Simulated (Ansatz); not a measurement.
## 3C silicon carbide: the defect Cu on the Si site

The numbers are results of PBE, PAW (plane waves to 420 eV; Ansatz, a quantum-chemistry and plane-wave program), not measurements. A supercell of 64 sites (2×2×2 repeats of a cell of 8 atoms) was used; the energies come from a 2×2×2 shifted sampling of its zone. Site at the start: the Si site. Energies of charged states are corrected for periodic images (point charge plus alignment at distant sites). Dielectric constants: PBE linear response of the host. Host gap at this level: 1.37 eV. These values are not converged in cell size to better than tenths of an eV. PBE underestimates the host's gap, which shifts levels and can delocalise carriers. Spin–orbit coupling is left out, and no Hubbard U is applied to the open shells. Each state is the lowest found from its start.

Charges with a result: +1, 0, −1, −2. Others weren't obtained, and one of them could lie lower, also by skipping a charge.

```tsv
charge	moment (μB)	largest move off a lattice site (Å)	image correction with alignment (eV)	above the lowest spin state (eV)
+1†	0.0	0.12	0.18	0.00
+1†	not spin-polarised	0.12	0.18	0.00
0†	1.0	0.12	0.00	0.00
0†	1.0	0.12	0.00	0.00
−1†	2.0	0.13	0.15	0.00
−1†	not spin-polarised	0.13	0.15	0.16
−2†	1.0	0.14	0.65	0.00
```

† Not settled in this cell, so no level is given: charge +1: a level filled in part; charge 0: a level filled in part; charge −1: a level filled in part; charge −2: level within 0.1 eV of a band edge or past it.

Starting moments that weren't kept: charge +1 began with 4 μB and ended with 0.0; charge 0 began with 3 μB and ended with 1.0.
